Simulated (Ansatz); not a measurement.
**How a calculation on SnAs₃ (P1, 4 atoms in the cell) responds to its settings**

```
CELL_PARAMETERS angstrom
     -1.98142     1.98142     5.66151
      1.98142    -1.98142     5.66151
      1.98142     1.98142    -5.66151
ATOMIC_POSITIONS crystal
  Sn 0.00157 0.00331 0.00407
  As 0.74891 0.24397 0.49553
  As 0.25285 0.75570 0.50670
  As 0.49668 0.49702 0.99370
```

Base run A: PBEsol, default PAW files made with PBE run with Ansatz (a program for electronic structure), self-consistent single point.

Its settings: basis.ecutwfc = 30.9 Ry; kpoints.mp_grid.grid = 6 6 8; hamiltonian.xc = pbesol; hamiltonian.pseudopotentials = {kind: paw} (the program's default PAW files); scf.occupations.method = cold; scf.occupations.width = 0.02 Ry.

The starting cell comes from a database of computed structures (which also holds hypothetical and non-ambient phases and stackings), without a prior relaxation at this level. Its atoms were displaced at random from the sites of space group no. 139. In the base run, with a pressure of about -3 GPa the cell is away from its equilibrium volume at this level. Ansatz's pressure includes its estimate of the finite-basis (Pulay) stress.

ΔF is the free energy per atom less that of run A. 

```
run  kpoints.mp_grid.grid, scf.occupations.width  ΔF (meV/atom)  pressure (GPa)  largest force (eV/Å)  TS (meV/atom)  k-points
---  -------------------------------------------  -------------  --------------  --------------------  -------------  --------
A                                 6 6 8, 0.02 Ry           0.00           -3.26                 0.181            2.1       148
B                               4 4 5, 0.0022 Ry            5.6           -3.91                 0.256            0.2        42
C                               4 4 5, 0.0073 Ry            4.9           -3.80                 0.229            1.0        42
D                                4 4 5, 0.022 Ry            2.7           -3.64                 0.198            4.3        42
E                               5 5 7, 0.0022 Ry           11.4           -2.90                 0.235            0.0        88
F                               5 5 7, 0.0073 Ry           11.4           -2.97                 0.237            0.0        88
G                                5 5 7, 0.022 Ry           12.1           -2.95                 0.231           -0.1        88
H                               6 6 8, 0.0022 Ry           0.28           -3.27                 0.223            0.1       148
I                               6 6 8, 0.0073 Ry           0.32           -3.27                 0.210           -0.1       148
J                                6 6 8, 0.022 Ry          -0.23           -3.26                 0.179            2.7       148
K                               7 7 9, 0.0022 Ry            3.2           -3.28                 0.182            0.0       221
L                               7 7 9, 0.0073 Ry            3.1           -3.30                 0.186            0.2       221
M                                7 7 9, 0.022 Ry            2.9           -3.29                 0.181            0.2       221
```

Run D against A: The free energy rises by 2.7 meV/atom, the pressure goes from -3.26 to -3.64 GPa and the largest force goes from 0.181 to 0.198 eV/Å.

Run K against A: The free energy goes up by 3.2 meV/atom, the pressure stays near -3.28 GPa while the zz stress (positive for compression) goes from -4.25 to -4.98 GPa and the largest force hardly changes (0.181 to 0.182 eV/Å).

Keys are those of Ansatz 0.2.
